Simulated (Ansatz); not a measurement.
## V_N in zinc-blende BN

Calculation: PBE, PAW (plane waves to 420 eV; Ansatz, a quantum-chemistry and plane-wave program). Cell: 64 sites, 2×2×2; final energies on a 2×2×2 shifted mesh. Site at the start: the N site. Finite-size correction: monopole term and site-potential alignment. Dielectric constants: PBE linear response of the host. Host gap at this level: 4.46 eV. Finite-size and sampling errors can reach tenths of an eV here. Levels are measured in PBE's own, too narrow, gap. Spin–orbit coupling is left out. Each state is the lowest found from its start.

Formation energies E_f are given with the Fermi level at the valence-band maximum. Chemical conditions: B-rich (Δμ(N) = -2.35 eV; only phases computed here count, gases as isolated molecules at 0 K); N-rich (Δμ(N) = 0.00 eV; only phases computed here count, gases as isolated molecules at 0 K). Reference phases: N: N2 molecule in a box.

```json
[
 {"charge": "+3†", "moment (μB)": "not spin-polarised", "largest move off a lattice site (Å)": "0.35", "image correction with alignment (eV)": "1.82", "E_f, B-rich (eV)": "–", "E_f, N-rich (eV)": "–"},
 {"charge": "+2†", "moment (μB)": "1.0", "largest move off a lattice site (Å)": "0.23", "image correction with alignment (eV)": "0.63", "E_f, B-rich (eV)": "–", "E_f, N-rich (eV)": "–"},
 {"charge": "+1", "moment (μB)": "not spin-polarised", "largest move off a lattice site (Å)": "0.09", "image correction with alignment (eV)": "0.02", "E_f, B-rich (eV)": "1.46", "E_f, N-rich (eV)": "3.81"},
 {"charge": "0", "moment (μB)": "1.0", "largest move off a lattice site (Å)": "0.09", "image correction with alignment (eV)": "0.00", "E_f, B-rich (eV)": "5.21", "E_f, N-rich (eV)": "7.56"},
 {"charge": "−1", "moment (μB)": "not spin-polarised", "largest move off a lattice site (Å)": "0.40", "image correction with alignment (eV)": "0.60", "E_f, B-rich (eV)": "9.11", "E_f, N-rich (eV)": "11.46"}
]
```

† Not settled in this cell, so no level is given: charge +3: a large or scattered potential alignment, level within 0.1 eV of a band edge or past it; charge +2: level within 0.1 eV of a band edge or past it.

Transition levels above the valence-band maximum: ε(+1/0) = 3.75 eV; ε(0/−1) = 3.90 eV. With a charge missing or unsettled, these needn't be thermodynamic levels.

All states together cost roughly 24 core-minutes.
